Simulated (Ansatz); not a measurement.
Consider BiSb in the CsCl type structure (space group Pm-3m, No. 221; a = 3.894 Å; a hypothetical phase, not in the database extracts checked; relaxed with 0.1 eV smearing). Axes: x, y, z lie along the cube axes.

Level of theory: PBE (Ansatz, a first-principles code, PAW, without spin-orbit coupling).

For the base:

The pressure is 0.0 GPa.

One thing is altered: biaxial strain +2.75 %, plane normal [111], relaxed out of plane (Cartesian); in-plane vectors clamped, the third vector and the atoms free.

Task: Estimate the effect on the energy relative to the base, pressure and out-of-plane strain.

Result: The energy rises by 12 meV/atom; the pressure (mean of the normal stresses, compression positive) goes from zero to -1.5 GPa; the out-of-plane strain is -2.23 %.

No phonon test of stability was made. All final runs are without spin polarisation.
